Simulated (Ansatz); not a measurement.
Ru: response to strain

The reference is Ru in the hcp (Mg type) structure (space group P6_3/mmc, No. 194; a = 2.7055 Å, c = 4.2651 Å; relaxed with 0.1 eV smearing). Axes: x lies along a and z along c of the hexagonal cell.

Strains are applied to the cell and any free atomic positions relax; under biaxial strain the out-of-plane vector relaxes too; under stress the whole cell relaxes.

The values are results of r2SCAN (Ansatz, a first-principles code, PAW, without spin-orbit coupling), earlier PAW set, not measurements.

Notes on the quantities. pressure: mean of the normal stresses, compression positive.

| change | volume per atom | pressure | space group |
|---|---|---|---|
| base | 13.52 Å³ | 0.0 GPa | P6_3/mmc (No. 194) |
| biaxial strain −2.62 %, plane normal [001], relaxed out of plane | 13.01 Å³ | ? | P6_3/mmc (No. 194) |
| biaxial strain −1.87 %, plane normal [001], relaxed out of plane | 13.15 Å³ | ? | P6_3/mmc (No. 194) |
| biaxial strain −0.55 %, plane normal [001], relaxed out of plane | 13.41 Å³ | 2.7 GPa | P6_3/mmc (No. 194) |
| biaxial strain −0.36 %, plane normal [001], relaxed out of plane | 13.45 Å³ | 1.7 GPa | P6_3/mmc (No. 194) |
| biaxial strain +0.54 %, plane normal [001], relaxed out of plane | ? | -2.4 GPa | P6_3/mmc (No. 194) |
| isotropic strain −0.73 % | 13.22 Å³ | ? | P6_3/mmc (No. 194) |
| uniaxial strain ε_yy = +1.08 % | 13.66 Å³ | -3.4 GPa | Cmcm (No. 63) |
| tensor shear ε_xy = +2.26 % | 13.51 Å³ | 0.6 GPa | P2_1/m (No. 11) |
| uniaxial stress, 1 GPa tension along z | 13.53 Å³ | – | P6_3/mmc (No. 194) |

Question: Some entries are withheld; estimate them.

Answer: 
- biaxial strain −2.62 %, plane normal [001], relaxed out of plane, pressure: 14.3 GPa
- biaxial strain −1.87 %, plane normal [001], relaxed out of plane, pressure: 9.8 GPa
- biaxial strain +0.54 %, plane normal [001], relaxed out of plane, volume per atom: 13.62 Å³
- isotropic strain −0.73 %, pressure: 7.8 GPa

Stability under load was not tested beyond the relaxation. All final runs are without spin polarisation.
